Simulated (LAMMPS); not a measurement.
Simulation of Cu (fcc) with 50 % of Cu sites Au, 864 atoms, bulk, with Monte Carlo swaps of unlike atoms between MD steps at 670 K (17 attempts an atom).

Method: classical MD, pair style eam, the elements' _u3.eam files (universal-3 set of Foiles, Baskes and Daw) (LAMMPS).

| Quantity | Value |
|---|---|
| volume per atom | 14.976 ± 0.007 Å³ |
| Warren-Cowley parameter Au-Au, first shell (negative: neighbours more often than at random; error set to 0.002 at least) | 0.120 ± 0.002 |
| Warren-Cowley parameter Au-Cu, first shell (negative: neighbours more often than at random; error set to 0.002 at least) | -0.120 ± 0.002 |
| Warren-Cowley parameter Cu-Cu, first shell (negative: neighbours more often than at random; error set to 0.002 at least) | 0.120 ± 0.002 |
| energy change from the random arrangement | -12 meV/atom |
| cost | about 60 core-seconds (a rough figure) |

Potential: the _u3.eam files of the LAMMPS distribution; the Cu file's header cites Foiles et al, Phys Rev B, 33, 7983 (1986).

The ± values are statistical; the model's systematic error is not in them.
